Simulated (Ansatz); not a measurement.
The parent structure is MoS₂ (space group P6_3/mmc, No. 194; layered, stacked along the Cartesian z axis).

```xyz
6
Lattice="3.1730 0.0000 0.0000 -1.5865 2.7479 0.0000 0.0000 0.0000 12.4366" Properties=species:S:1:pos:R:3 pbc="T T T"
Mo     0.0000     1.8319     3.1091
Mo     1.5865     0.9160     9.3274
S      0.0000     1.8319     7.7717
S      1.5865     0.9160     1.5534
S      1.5865     0.9160     4.6649
S      0.0000     1.8319    10.8832
```

The values are results of r2SCAN+rVV10 (Ansatz, a first-principles code), no SOC, not measurements.

Carriers are added at fixed cell with a uniform background; the Fermi–Dirac width is that of 300 K.

One change was made to it. Results:

| quantity | base | after |
|---|---|---|
| gap between the host's bands | 1.01 eV | 0.95 eV |
| Fermi level relative to the doped band's edge (positive inside the band; to 0.05 eV) | – | +0.60 eV |
| gap character | indirect, Γ → K–Γ (47 % along) | indirect, Γ → K–Γ (47 % along) |

### Question
Name the change that was made.
A. holes 7.0×10^21 cm⁻³
B. holes 1.0×10^22 cm⁻³
C. electrons 1.0×10^22 cm⁻³
D. electrons 5.0×10^21 cm⁻³

### Answer
C, electrons 1.0×10^22 cm⁻³. For comparison, the Fermi level from band edge in the other runs: electrons 5.0×10^21 cm⁻³ gives +0.35 eV; holes 7.0×10^21 cm⁻³ gives +1.05 eV; holes 1.0×10^22 cm⁻³ gives +1.15 eV.

Charged cell with a jellium background: band edges are those of the host's band count, energies are not comparable with the neutral cell, and many-body gap narrowing is missing. Stability against distortions was not tested.
